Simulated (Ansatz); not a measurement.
The parent structure is HfO2 in the fluorite structure (space group Fm-3m, No. 225; a = 5.059 Å). Axes: x, y, z lie along the cube axes.

Computed with DFT with r2SCAN, PAW potentials and a 500 eV plane-wave cutoff in Ansatz (an electronic-structure program), no spin-orbit coupling, earlier PAW set.

For the base:

The band gap is 4.30 eV. The shortest interatomic distance is 2.191 Å.

One thing is altered: a free-standing slab of 2 layers (6 atoms, 3 a layer) is cut normal to [111], with 15 Å of vacuum and the in-plane cell held at bulk.

Estimate the effect on the excess energy per area of both faces.

The excess energy per area of both faces (slab less bulk energy over the cell's area: twice a surface energy) is 2.12 J/m².

What does the calculation give for the band gap after the change?

The band gap rises by 0.68 eV, from 4.30 eV to 4.98 eV.

Predict the new change of the spacing d12 from its bulk value of 0.730 Å.

The change of the spacing d12 from its bulk value of 0.730 Å comes out as +6.5 %.

Estimate the effect on the shortest interatomic distance.

The shortest interatomic distance decreases by 0.102 Å to 2.089 Å.

Estimate the effect on the gap character.

The gap character comes out as indirect, k = (0, 0.364, 0) in the run's primitive reciprocal basis → Γ.

Slab and bulk use different k-meshes, which limits the precision of the excess energy. Spin-orbit coupling, missing from the scalar runs, can matter with Hf. Whether these cells are dynamically stable was not tested. This is not the structure that HfO2 has at room temperature and ambient pressure. Labels are those of the standard path for the cell's own space group.
